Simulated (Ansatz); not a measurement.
The starting structures come from a database of crystals and need not be the phases stable at ambient conditions.

 Where the default PAW files enter, the runs use the earlier of Ansatz's two default sets.

The decay constant κ of evanescent states in the gap governs leakage through a thin film.

Here is the system:

```
CELL_PARAMETERS angstrom
      5.26440     0.00000     0.00000
      0.00000     5.92174     0.00000
      2.63220    -1.00291     4.27636
ATOMIC_POSITIONS crystal
  Na 0.33093 0.74079 0.33814
  Na 0.66907 0.25921 0.66186
  Na 0.00000 0.00000 0.00000
  Na 0.00000 0.50000 0.00000
  C  0.66403 0.75072 0.67194
  C  0.33597 0.24928 0.32806
  O  0.78819 0.83263 0.42362
  O  0.21181 0.16737 0.57638
  O  0.61031 0.29179 0.20308
  O  0.38969 0.70821 0.79692
  O  0.81339 0.70821 0.79692
  O  0.18661 0.29179 0.20308
```

Space group of this cell: C2/m. The cell is taken as given.

Transport runs along the normal of the first two printed cell vectors.

The gap is the functional's own. No spin-orbit coupling. Mid-gap values are interpolated on the energy grid.

Problem. Estimate the band gap and the smallest decay constant κ at mid-gap that r2SCAN run with Ansatz (an electronic-structure program) returns for this system.

Solution. Gap 4.91 eV on a 8×6×8 mesh; κ = 0.520 1/Å, at the zone centre.
